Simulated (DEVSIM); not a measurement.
System: Au/HfO2/p-Ge capacitor, at 300 K.

```
layer (left to right)  material  thickness (nm)  Na (cm⁻³)
---------------------  --------  --------------  ---------
1                          HfO2            10.0          -
2                            Ge            6200     9.2e15
```

Metal gate on the left, work function 5.1 eV. Fixed charge at the semiconductor interface -1.1e10 cm⁻² (in units of +e); no interface traps.

The device is made up for the run: typed textbook-type constants, with dimensions and the other settings drawn at random. Values at 300 K.

```tsv
parameter	HfO2	Ge
gap (eV)	5.7	0.664
affinity (eV)	2.5	4
permittivity	22	16
Nc (cm⁻³)	-	1.04e19
Nv (cm⁻³)	-	6e18
```

DEVSIM, 1D Poisson equation in equilibrium, Boltzmann statistics, complete ionisation; no quantum confinement or tunnelling. Metal contacts follow the ideal Schottky-Mott rule: no Fermi-level pinning, no interface dipoles.

Tabulate band edges, carrier densities and field at 0.85 V on the gate.

Energies count from the Fermi level of the right contact; mesh points crowd at the junctions.

```tsv
x (μm)	Ec (eV)	Ev (eV)	n (cm⁻³)	p (cm⁻³)	field (V/cm)
0.000	1.750	-3.950	< 1e2	< 1e2	16000
0.001388	1.752	-3.948	< 1e2	< 1e2	16000
0.004038	1.756	-3.944	< 1e2	< 1e2	16000
0.007534	1.762	-3.938	< 1e2	< 1e2	16000
0.009826	1.766	-3.934	< 1e2	< 1e2	16000
0.01112	0.268	-0.396	3.2e14	1.3e12	21000
0.01436	0.275	-0.389	2.5e14	1.7e12	20000
0.02572	0.297	-0.367	1.1e14	4.1e12	19000
0.04958	0.340	-0.324	2.1e13	2.1e13	17000
0.1039	0.414	-0.250	1.2e12	3.8e14	11000
0.2306	0.486	-0.178	7.1e10	6.2e15	1900
0.7107	0.496	-0.168	4.8e10	9.2e15	≈ 0
1.646	0.496	-0.168	4.7e10	9.2e15	≈ 0
3.681	0.496	-0.168	4.7e10	9.2e15	≈ 0
5.412	0.496	-0.168	4.7e10	9.2e15	≈ 0
5.869	0.496	-0.168	4.7e10	9.2e15	≈ 0
6.064	0.496	-0.168	4.7e10	9.2e15	≈ 0
6.148	0.496	-0.168	4.7e10	9.2e15	≈ 0
6.191	0.496	-0.168	4.7e10	9.2e15	≈ 0
6.203	0.496	-0.168	4.7e10	9.2e15	≈ 0
6.207	0.496	-0.168	4.7e10	9.2e15	≈ 0
6.210	0.496	-0.168	4.7e10	9.2e15	≈ 0
```
